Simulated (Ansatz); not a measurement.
# A computed series for Mo: pressure series

The parent structure is Mo in the bcc (W type) structure (space group Im-3m, No. 229).

```yaml
crystal:
  lattice:
    - [-1.58037, 1.58037, 1.58037]
    - [1.58037, -1.58037, 1.58037]
    - [1.58037, 1.58037, -1.58037]
  atoms:
    - { symbol: Mo, position: [0.00000, 0.00000, 0.00000] }
```

Cell and atoms are relaxed at each pressure.

The values are results of PBE, PAW, 420 eV (Ansatz, an electronic-structure program; no SOC), not measurements.

```csv
P (GPa),V (Å³/atom)
-2.01,15.913
-1.01,15.850
0.89,15.734
2.08,15.664
4.50,15.526
9.01,15.284
15.02,14.991
22.50,14.661
30.02,14.364
```

A third-order Birch–Murnaghan fit to these points gives V₀ = 15.79 Å³/atom, B₀ = 259 GPa and B₀′ = 4.3. At pressure 30 GPa the volume is 91.0 % of V₀.

Load acts through the strain it causes; cell and atoms are relaxed under it. Whether these cells are dynamically stable was not tested. No other phases were tried under pressure. All final runs are without spin polarisation.
